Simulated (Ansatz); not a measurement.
Defect: interstitial O in monoclinic HfO2, charge state -2. Level of theory: PBE, PAW (plane waves to 420 eV; Ansatz, a program for electronic structure).

96-site cell at the relaxed PBE lattice, the Γ point alone, smearing 0.01 eV, spin-restricted, no finite-size correction. Static, classical nuclei. Spin-orbit coupling is left out. The charge state is imposed; whether it is stable for some Fermi level was not computed. Sites that were not tried may lie lower.

Barriers: single points on a 2×2×2 k-point mesh shifted by half a step at the bands' geometries.

Relaxed starting cell (atoms counted from 1):

```
Hf32O65
1.0
   10.32305     0.00000     0.00000
    0.00000    10.42402     0.00000
   -1.79660     0.00000    10.55307
Hf O
32 65
Cartesian
  0.81933   2.40647   3.70332
 -0.10698   2.38308   9.02318
  0.78291   7.59836   3.73494
 -0.10002   7.59443   9.01646
  5.94070   2.32379   3.82469
  4.98013   2.45185   9.03707
  5.98217   7.64156   3.73058
  5.01654   7.55614   9.09181
  3.60316   2.92731   1.58223
  2.62161   2.88816   6.66711
  3.49126   8.05116   1.52314
  2.56871   8.03274   6.82117
  8.62692   2.85545   1.54870
  7.73863   2.85159   6.85717
  8.59881   7.99422   1.53775
  7.74803   8.04564   6.84632
  3.18108   4.98455   4.00146
  2.13194   4.90295   9.35514
  3.02399  10.19423   4.16302
  2.11914  10.23292   9.45717
  8.17049   4.98567   4.18331
  7.27687   5.01746   9.50386
  8.21598  10.20597   4.19606
  7.26785  10.20736   9.48707
  1.23862   0.24343   1.10184
  0.35217   0.24410   6.37744
  1.27297   5.44676   1.10081
  0.36118   5.44107   6.32940
  6.39972   0.23737   1.13059
  5.49014   0.20508   6.42182
  6.05176   5.28135   1.18465
  5.50411   5.46248   6.39128
 -0.41267   0.91789   4.49558
 -1.33652   0.90810   9.75995
 -0.43008   6.11241   4.47913
 -1.31289   6.13557   9.77142
  4.83285   0.71920   4.48138
  3.83780   0.91918   9.74327
  4.80872   6.15956   4.47845
  3.76721   6.08241   9.82302
  4.98172   3.70489   0.23201
  3.80949   4.38997   5.96718
  4.63136   9.62027   0.82101
  3.76543   9.51939   6.11244
  9.87123   4.32573   0.81566
  8.95292   4.31148   6.07882
  9.81938   9.52020   0.80936
  8.96241   9.53670   6.09901
  4.06469   3.12344   3.72840
  3.43338   3.65636   8.39484
  4.19849   8.67571   3.45315
  3.30154   8.69613   8.76141
  9.38378   3.51240   3.43728
  8.51206   3.52582   8.73151
  9.38135   8.71156   3.44816
  8.50111   8.72838   8.73031
  0.00836   1.70796   1.83968
 -0.87770   1.70445   7.14333
  0.00189   6.91475   1.84109
 -0.85966   6.92385   7.12113
  5.21374   1.68021   1.92864
  4.30604   1.72476   7.06405
  5.32541   7.15160   1.75740
  4.27927   6.91151   7.17132
  1.44943   3.89834   5.10049
  0.57300   3.93877  10.40025
  1.43566   9.10006   5.14917
  0.53354   9.10576  10.42056
  6.59943   3.86840   5.17910
  5.76971   3.86504  10.43720
  6.63552   9.07120   5.18662
  5.66857   9.08620  10.44929
  2.79879   1.38709   0.11046
  1.93827   1.33030   5.36346
  2.84344   6.58135   0.09679
  1.93213   6.57977   5.37387
  7.96042   1.33637   0.17270
  7.08744   1.33745   5.46302
  7.95698   6.54799   0.12981
  7.10981   6.54581   5.45297
  2.35680   1.22828   2.73775
  1.48538   1.28035   8.02097
  2.31770   6.53594   2.73618
  1.46972   6.46262   8.00318
  7.55726   1.26444   2.80732
  6.59407   1.30318   8.10245
  7.52351   6.46895   2.81895
  6.62356   6.50548   8.07497
  1.83185   3.91444   2.48245
  1.00042   3.91912   7.73458
  1.88010   9.16166   2.50614
  0.99237   9.16298   7.78646
  7.00667   3.90501   2.54815
  6.17233   3.98352   7.80423
  7.06439   9.19171   2.53788
  6.14993   9.16155   7.82940
  4.24096   4.89316   2.12142
```
Cell charge -2.

End state 1 differs by these moves (Å; atoms that move under 0.08 Å are left out):

```json
[
 {"atom": "5", "element": "Hf", "Δx": "-0.01", "Δy": "0.06", "Δz": "-0.05"},
 {"atom": "6", "element": "Hf", "Δx": "0.08", "Δy": "-0.05", "Δz": "-0.01"},
 {"atom": "7", "element": "Hf", "Δx": "-0.16", "Δy": "-0.13", "Δz": "-0.02"},
 {"atom": "8", "element": "Hf", "Δx": "-0.01", "Δy": "-0.01", "Δz": "0.09"},
 {"atom": "9", "element": "Hf", "Δx": "-0.16", "Δy": "-0.13", "Δz": "-0.02"},
 {"atom": "10", "element": "Hf", "Δx": "-0.01", "Δy": "-0.01", "Δz": "0.09"},
 {"atom": "11", "element": "Hf", "Δx": "-0.01", "Δy": "0.06", "Δz": "-0.05"},
 {"atom": "12", "element": "Hf", "Δx": "0.08", "Δy": "-0.05", "Δz": "-0.01"},
 {"atom": "17", "element": "Hf", "Δx": "0.19", "Δy": "0.17", "Δz": "0.11"},
 {"atom": "18", "element": "Hf", "Δx": "-0.01", "Δy": "0.07", "Δz": "0.10"},
 {"atom": "31", "element": "Hf", "Δx": "0.19", "Δy": "0.17", "Δz": "0.11"},
 {"atom": "32", "element": "Hf", "Δx": "-0.01", "Δy": "0.07", "Δz": "0.10"},
 {"atom": "37", "element": "O", "Δx": "-0.04", "Δy": "0.10", "Δz": "-0.01"},
 {"atom": "39", "element": "O", "Δx": "-0.37", "Δy": "0.57", "Δz": "0.59"},
 {"atom": "40", "element": "O", "Δx": "0.05", "Δy": "-0.03", "Δz": "0.06"},
 {"atom": "41", "element": "O", "Δx": "-0.37", "Δy": "0.57", "Δz": "0.59"},
 {"atom": "42", "element": "O", "Δx": "0.05", "Δy": "-0.03", "Δz": "0.06"},
 {"atom": "43", "element": "O", "Δx": "-0.04", "Δy": "0.10", "Δz": "-0.01"},
 {"atom": "49", "element": "O", "Δx": "0.03", "Δy": "0.16", "Δz": "-0.19"},
 {"atom": "50", "element": "O", "Δx": "-0.09", "Δy": "-0.13", "Δz": "0.28"},
 {"atom": "51", "element": "O", "Δx": "0.01", "Δy": "0.08", "Δz": "-0.08"},
 {"atom": "61", "element": "O", "Δx": "0.01", "Δy": "0.08", "Δz": "-0.08"},
 {"atom": "63", "element": "O", "Δx": "0.03", "Δy": "0.16", "Δz": "-0.19"},
 {"atom": "64", "element": "O", "Δx": "-0.09", "Δy": "-0.13", "Δz": "0.28"},
 {"atom": "70", "element": "O", "Δx": "-0.08", "Δy": "-0.01", "Δz": "0.04"},
 {"atom": "76", "element": "O", "Δx": "-0.08", "Δy": "-0.01", "Δz": "0.04"},
 {"atom": "83", "element": "O", "Δx": "0.10", "Δy": "0.00", "Δz": "0.01"},
 {"atom": "87", "element": "O", "Δx": "0.07", "Δy": "0.05", "Δz": "0.00"},
 {"atom": "89", "element": "O", "Δx": "0.07", "Δy": "0.05", "Δz": "0.00"},
 {"atom": "93", "element": "O", "Δx": "0.10", "Δy": "0.00", "Δz": "0.01"},
 {"atom": "97", "element": "O", "Δx": "0.94", "Δy": "0.65", "Δz": "1.05"}
]
```

Problem. Estimate the forward and backward barriers to end state 1 that PBE, PAW returns for this input.

Solution. forward 0.54 eV, backward 0.54 eV; at the saddle point atom 97 has neighbours 2 Hf at 2.00; O at 2.46, O at 2.47, 2 O at 2.48 Å. The saddle point's order was not checked.
